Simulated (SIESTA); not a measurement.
Band structure of AgBr (Fm-3m, 2 atoms in the cell).

```
CELL_PARAMETERS angstrom
      0.00000     2.82334     2.82334
      2.82334     0.00000     2.82334
      2.82334     2.82334     0.00000
ATOMIC_POSITIONS crystal
  Ag 0.00000 0.00000 0.00000
  Br 0.50000 0.50000 0.50000
```

Level of theory: GGA PBE, numerical atomic orbitals DZP, PseudoDojo PBE standard norm-conserving potentials (rewritten from UPF to PSML) (SIESTA).

Settings: XC.functional = GGA; XC.authors = PBE; potentials = PseudoDojo PBE standard; PAO.BasisSize = DZP; PAO.EnergyShift = 0.01 Ry; MeshCutoff = 400 Ry; kgrid.MonkhorstPack = 8 8 8; OccupationFunction = FD; ElectronicTemperature = 10 K; MaxSCFIterations = 150; SCF.Mixer.Method = Broyden; SCF.Mixer.Weight = 0.25; SCF.Mixer.History = 8; SCF.DM.Tolerance = 1.0E-04.

The starting cell comes from a database of computed structures (which also holds hypothetical and non-ambient phases and stackings), without a prior relaxation at this level. Its lattice was rescaled by a random factor within 2.5 % of one. Values carry the incompleteness of an atom-centred basis.

### Question
Predict the gap along the standard path and the places of the band edges.

### Answer
The gap along the path is 1.01 eV, from L to Γ; the smallest direct gap on it is 3.24 eV.

Levels in eV from the top of the valence band on the path, bands 10 to 14:
```tsv
point	10	11	12	13	14
Γ	-2.82	-2.25	-2.25	-2.25	1.01
X	-2.72	-2.40	-2.40	-2.26	1.63
W	-2.37	-2.29	-2.29	-1.62	4.00
K	-2.44	-2.22	-2.03	-1.31	3.08
L	-2.49	-2.10	0.00	0.00	3.78
U	-2.44	-2.22	-2.03	-1.31	3.08
```

Higher empty bands are left out: an atom-centred basis made for the valence describes them poorly.
